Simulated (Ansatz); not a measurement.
Base system: Ru in the hcp (Mg type) structure (space group P6_3/mmc, No. 194; a = 2.722 Å, c = 4.294 Å; relaxed with 0.1 eV smearing).

The values are results of PBE (Ansatz, a first-principles code), scalar-relativistic without spin-orbit coupling, not measurements.

Base values:

| Quantity | Result |
|---|---|
| Pressure | 0.0 GPa |
| Band gap | zero |

Now apply this change: the cell is scaled by 1.0200 in all directions, atoms relaxed at fixed cell.

Task: Predict the new energy relative to the base.

Result: The energy grows by 45 meV/atom.

Task: What happens to the pressure?

Result: The pressure (mean of the normal stresses, compression positive) goes from zero to -16.0 GPa.

Task: How does this affect the band gap?

Result: The band gap stays zero.

The cells carry an imposed strain or load. Whether these cells are dynamically stable was not tested. The final runs are not spin-polarised.
